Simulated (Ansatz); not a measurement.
Electronic density of states of amorphous Ga24O37Ca, density 4.94 g/cm³, on a 2×2×2 Γ-centred mesh with a Gaussian width of 0.1 eV; energies count from the Fermi level, whose place inside the gap is arbitrary. Cell and mesh are small, so fine structure isn't converged. All values below come from PBE, scalar-relativistic without spin-orbit coupling (plane waves to 420 eV, PAW; Ansatz, a program for electronic structure). Sampling: a 2×2×2 Γ-centred mesh; Fermi-Dirac width 0.02 eV; no spin polarisation. At PBE the levels at the filled edge of the gap are localised (band-tail or defect states), and the nearest spread-out levels lie 1.9 eV apart at the zone centre.

Preparation: random packing, a CHGNet melt and quench, and a DFT relaxation. O atoms were pushed apart under 1.9 Å during the dynamics, to hinder bonds among them. The hot cell started wider than the set density and was brought back towards it in steps. It is the lowest in DFT energy of 2 quenches. It is a model cell: composition and starting density were chosen by hand, and all elements were melted together. No dispersion term was used. Its density started from a set value of 4.94 and ended at 4.94 g/cm³. The simulated quench (nominally 280 K/ps over its main leg) is rapid and tends to freeze in more defects than a deposited or slowly cooled glass has. Values belong to this one cell and scatter from quench to quench. The volume was held where the preparation left it and the shape relaxed, at a PBE pressure of -1.8 GPa (tension). Stress components on the final sampling reach 1.9 GPa.

(E - EF (eV), states/(eV atom)): (-12.00, 0.00); (-11.90, 0.00); (-11.80, 0.00); (-11.70, 0.00); (-11.60, 0.00); (-11.50, 0.00); (-11.40, 0.00); (-11.30, 0.00); (-11.20, 0.00); (-11.10, 0.00); (-11.00, 0.00); (-10.90, 0.00); (-10.80, 0.00); (-10.70, 0.00); (-10.60, 0.00); (-10.50, 0.00); (-10.40, 0.00); (-10.30, 0.00); (-10.20, 0.00); (-10.10, 0.00); (-10.00, 0.00); (-9.90, 0.00); (-9.80, 0.00); (-9.70, 0.00); (-9.60, 0.00); (-9.50, 0.00); (-9.40, 0.00); (-9.30, 0.00); (-9.20, 0.00); (-9.10, 0.00); (-9.00, 0.00); (-8.90, 0.00); (-8.80, 0.00); (-8.70, 0.00); (-8.60, 0.00); (-8.50, 0.00); (-8.40, 0.00); (-8.30, 0.00); (-8.20, 0.00); (-8.10, 0.00); (-8.00, 0.01); (-7.90, 0.04); (-7.80, 0.12); (-7.70, 0.22); (-7.60, 0.21); (-7.50, 0.21); (-7.40, 0.27); (-7.30, 0.30); (-7.20, 0.36); (-7.10, 0.41); (-7.00, 0.42); (-6.90, 0.39); (-6.80, 0.34); (-6.70, 0.27); (-6.60, 0.31); (-6.50, 0.34); (-6.40, 0.30); (-6.30, 0.29); (-6.20, 0.29); (-6.10, 0.29); (-6.00, 0.26); (-5.90, 0.28); (-5.80, 0.31); (-5.70, 0.26); (-5.60, 0.21); (-5.50, 0.24); (-5.40, 0.33); (-5.30, 0.43); (-5.20, 0.45); (-5.10, 0.44); (-5.00, 0.43); (-4.90, 0.42); (-4.80, 0.46); (-4.70, 0.51); (-4.60, 0.54); (-4.50, 0.54); (-4.40, 0.54); (-4.30, 0.57); (-4.20, 0.55); (-4.10, 0.51); (-4.00, 0.50); (-3.90, 0.55); (-3.80, 0.60); (-3.70, 0.52); (-3.60, 0.55); (-3.50, 0.65); (-3.40, 0.65); (-3.30, 0.66); (-3.20, 0.63); (-3.10, 0.62); (-3.00, 0.72); (-2.90, 0.76); (-2.80, 0.72); (-2.70, 0.69); (-2.60, 0.72); (-2.50, 0.72); (-2.40, 0.77); (-2.30, 0.79); (-2.20, 0.76); (-2.10, 0.78); (-2.00, 0.82); (-1.90, 0.91); (-1.80, 0.95); (-1.70, 0.91); (-1.60, 0.94); (-1.50, 0.90); (-1.40, 0.87); (-1.30, 0.74); (-1.20, 0.54); (-1.10, 0.34); (-1.00, 0.20); (-0.90, 0.21); (-0.80, 0.24); (-0.70, 0.14); (-0.60, 0.03); (-0.50, 0.00); (-0.40, 0.00); (-0.30, 0.00); (-0.20, 0.00); (-0.10, 0.00); (0.00, 0.00); (0.10, 0.00); (0.20, 0.00); (0.30, 0.00); (0.40, 0.00); (0.50, 0.00); (0.60, 0.01); (0.70, 0.02); (0.80, 0.01); (0.90, 0.00); (1.00, 0.00); (1.10, 0.00); (1.20, 0.00); (1.30, 0.00); (1.40, 0.00); (1.50, 0.00); (1.60, 0.01); (1.70, 0.04); (1.80, 0.06); (1.90, 0.04); (2.00, 0.05); (2.10, 0.04); (2.20, 0.02); (2.30, 0.06); (2.40, 0.08); (2.50, 0.08); (2.60, 0.08); (2.70, 0.08); (2.80, 0.07); (2.90, 0.07); (3.00, 0.07); (3.10, 0.06); (3.20, 0.06); (3.30, 0.08); (3.40, 0.11); (3.50, 0.12); (3.60, 0.15); (3.70, 0.20); (3.80, 0.22); (3.90, 0.21); (4.00, 0.18); (4.10, 0.20); (4.20, 0.21); (4.30, 0.26); (4.40, 0.29); (4.50, 0.24); (4.60, 0.25); (4.70, 0.30); (4.80, 0.28); (4.90, 0.32); (5.00, 0.34); (5.10, 0.30); (5.20, 0.36); (5.30, 0.40); (5.40, 0.40); (5.50, 0.41); (5.60, 0.39); (5.70, 0.35); (5.80, 0.30); (5.90, 0.32); (6.00, 0.40); (6.10, 0.35); (6.20, 0.32); (6.30, 0.32); (6.40, 0.28); (6.50, 0.29); (6.60, 0.32); (6.70, 0.35); (6.80, 0.42); (6.90, 0.37); (7.00, 0.35); (7.10, 0.27); (7.20, 0.26); (7.30, 0.37); (7.40, 0.38)

The level gap on this mesh is 1.43 eV; the broadening fills part of it in the curve.
